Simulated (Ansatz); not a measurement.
White tin (β-Sn) was calculated with r²SCANh in Ansatz (plane waves, PAW).

Settings: plane-wave cutoff 520 eV, 10×10×10 k mesh, Fermi–Dirac smearing 0.05 eV, scalar-relativistic PAW data made under PBE.

Computed at the level's own relaxed cell.

**Question.** Predict the lattice constant a and lattice parameter c.

**Answer.** 
- lattice constant a = 5.886 Å
- lattice parameter c = 3.156 Å

Measured, for comparison: lattice constant a 5.831 Å, lattice parameter c 3.181 Å (293 K, no zero-point or thermal correction; as tabulated in Wikipedia's data pages). Computed (rounded) less measured: lattice constant a +0.9 %, lattice parameter c -0.8 %. A static lattice is as a rule a little smaller and stiffer than an uncorrected measurement, which narrows the difference in the lattice parameter c and would widen misses of the other sign.

Spin–orbit coupling is not included.

Static lattice: no zero-point or thermal effects.

The result took very roughly 70 core-minutes.

Ansatz is a first-principles code.
